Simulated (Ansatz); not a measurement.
# What uniaxial strain ε_zz = +4.70 % does to TiC

The reference is TiC in the rock salt structure (space group Fm-3m, No. 225; a = 4.3285 Å; relaxed with 0.1 eV smearing). Axes: x, y, z lie along the cube axes.

One thing is altered: uniaxial strain ε_zz = +4.70 %, all other strain components held at zero, atoms relaxed at fixed cell.

All numbers come from DFT with r2SCAN, PAW potentials and a 500 eV plane-wave cutoff in Ansatz (a quantum-chemistry and plane-wave program), without spin-orbit coupling, earlier PAW set. k-mesh 23×23×23 (Γ-centred); smearing 0.1 eV (Fermi–Dirac).

| quantity | base | changed | shift |
|---|---|---|---|
| volume per atom | 10.14 Å³ | 10.61 Å³ | +0.476 Å³ |
| space group | Fm-3m (No. 225) | I4/mmm (No. 139) | – |
| energy relative to the base (free energy F) | 0 meV/atom | +31 meV/atom | +31 meV/atom |
| band gap | zero | zero | – |
| stress (xx, yy, zz, yz, xz, xy; compression positive) | – | (-5.6, -5.6, -19.1, 0.0, 0.0, 0.0) GPa | – |

Final structure:

```
TiC
1.0
    0.00000     2.16425     2.26597
    2.16425     0.00000     2.26597
    2.16425     2.16425     0.00000
C Ti
1 1
Direct
  0.00000   0.00000   0.00000
  0.50000   0.50000   0.50000
```

Cost of the whole job for the changed cell (relaxation, final SCF and bands): around 80 core-seconds (rough).

Whether these cells are dynamically stable was not tested. All final runs are without spin polarisation.
